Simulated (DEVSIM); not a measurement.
Structure: abrupt Si n-p junction, at 400 K.

Layer 1 from the left is Si, thickness (μm) 0.760, Nd (cm⁻³) 1.7e16, τn (s) 1.1e-7, τp (s) 1.1e-7. Layer 2 from the left is Si, thickness (μm) 0.310, Na (cm⁻³) 8.3e17, τn (s) 1.1e-7, τp (s) 1.1e-7.

Left contact: ohmic. Right contact: ohmic. Voltage is applied to the left contact. Recombination: SRH at mid-gap. Mobility is μmin + (μ − μmin)/(1 + (N/Nref)^α).

The device is made up for the run: typed textbook-type constants, with dimensions and the other settings drawn at random. Values at 300 K; Nc and Nv go as T^1.5, mobilities as T to minus their exponent, the gap by Varshni's rule with the affinity fixed.

Si: gap (eV) 1.124, affinity (eV) 4.05, permittivity 11.7, Nc (cm⁻³) 2.86e19, Nv (cm⁻³) 3.1e19, μn (cm²/Vs) 1417, μp (cm²/Vs) 470, μn,min 52, μp,min 45, Nref,n 9.7e16, Nref,p 2.2e17, αn 0.68, αp 0.72, T exponent of μn 2.3, T exponent of μp 2.2, Varshni α (eV/K) 0.000473, Varshni β (K) 636.

Simulated with DEVSIM: 1D drift-diffusion, Boltzmann statistics, complete ionisation; no tunnelling, impact ionisation, image-force lowering or self-heating.

Dark forward current:

| |V| (V) | |J| (A/cm²) |
|---|---|
| 0.05 | 0.0001573 |
| 0.10 | 0.0007790 |
| 0.15 | 0.003314 |
| 0.20 | 0.01378 |
| 0.25 | 0.05721 |
| 0.30 | 0.2378 |
| 0.35 | 0.9872 |
| 0.40 | 4.074 |
| 0.45 | 16.50 |
| 0.50 | 63.39 |
| 0.55 | 217.8 |
| 0.60 | 643.4 |
| 0.65 | 1648 |
| 0.70 | 3736 |

Question: Work out the local ideality factor n = ΔV / (kT/q · ln(J2/J1)) between the rows 0.15 and 0.20 V, 0.65 and 0.70 V.

Answer: kT/q = 34.47 mV. From 0.15 to 0.20 V: ln(0.01378/0.003314) = 1.425, n = 1.02, near the 1 of diffusion or emission over a barrier. From 0.65 to 0.70 V: ln(3736/1648) = 0.818, n = 1.77.

Question: Estimate the current at 0.30 V from the Shockley equation with J0 = Σ q ni² D/(N L) coth(W/L), τ joining the SRH, radiative and Auger lifetimes that are on, and W taken as the whole layer.

Answer: ni² = 3.22e25 cm⁻⁶; holes in the n layer: μ = 219 cm²/Vs, D = 7.54 cm²/s, τ = 1.10e-7 s, L = 9.11 μm, W/L = 0.083, term 3.02e-5 A/cm²; electrons in the p layer: μ = 160 cm²/Vs, D = 5.50 cm²/s, τ = 1.10e-7 s, L = 7.78 μm, W/L = 0.040, term 1.11e-6 A/cm². J0 = 3.13e-5 A/cm², and J = J0 exp(qV/kT) = 0.189 A/cm². The simulation gives 0.238 A/cm²; the estimate lies 21 % below. The estimate leaves out recombination in the depletion region and that region's share of W.
